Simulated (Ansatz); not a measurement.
System: Sc-vacancy pair (Sc on one host Cu site, one Cu site vacant) in fcc Cu (neutral cell). The step: Sc and the vacancy change places (Sc-vacancy distance between ideal sites 2.57 Å throughout); the atom moves 1.93 Å along (0.00, 0.38, 0.38) of the unit cell; the moving atom starts with neighbours 4 Cu at 2.58, 2 Cu at 2.65, 4 Cu at 2.74, Cu at 2.85, 2 Cu at 3.33 Å and ends with 4 Cu at 2.58, 2 Cu at 2.65, 4 Cu at 2.74, Cu at 2.85, 2 Cu at 3.33 Å. A PBE band in Ansatz (plane-wave PAW, a 2×2×2 k-point mesh shifted by half a step, 32 host sites, 17 SCF runs with any check of the saddle's order, static, no finite-size correction) gives a forward barrier of 0.31 eV. The saddle point's order was not checked, and it lies on a symmetry element of the cell, where a band can be held. Forms of the defect that were not tried may lie lower.

Single points at the band's start and saddle point can refine it. Rough cost of one point, in units of the band's mean SCF on the same machine:

```tsv
Level	Cost of one point
PBE, a 4×4×4 k-point mesh shifted by half a step	about 7
r2SCAN at 500 eV, a 2×2×2 k-point mesh shifted by half a step	about 3
```

Task: Which of these move the barrier by more than 0.1 eV, and how far does each move it?

Result: PBE, a 4×4×4 k-point mesh shifted by half a step: -0.14 eV; r2SCAN at 500 eV, a 2×2×2 k-point mesh shifted by half a step: -0.01 eV. Each functional is compared with PBE at the same k-points.

Ansatz is a first-principles code.
